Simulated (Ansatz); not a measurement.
The starting structures come from a database of crystals and need not be the phases stable at ambient conditions.

By PBEsol, the system below comes out a metal.

Crystal: TiBe12 (P6/mmm, not sure to be the ambient phase, 13 atoms a cell, 8.7 Å³ an atom, -2 GPa at this level); planes in its conventional cell.

Calculation: PBEsol (plane waves, PAW; Ansatz, a first-principles code).

G/A = (e²/h) × open channels of both spins per area, as a mean over 0.1 eV about the Fermi level, without spin-orbit coupling, for the cells as given.

| plane | area (Å²) | G/A (10¹⁵ S/m²) |
|---|---|---|
| (001) | 15.5 | 0.44 |
| (100) | 31.0 | [?] |

Q: Fill in the missing entries.

A: 
- (100), G/A (10¹⁵ S/m²): 0.58
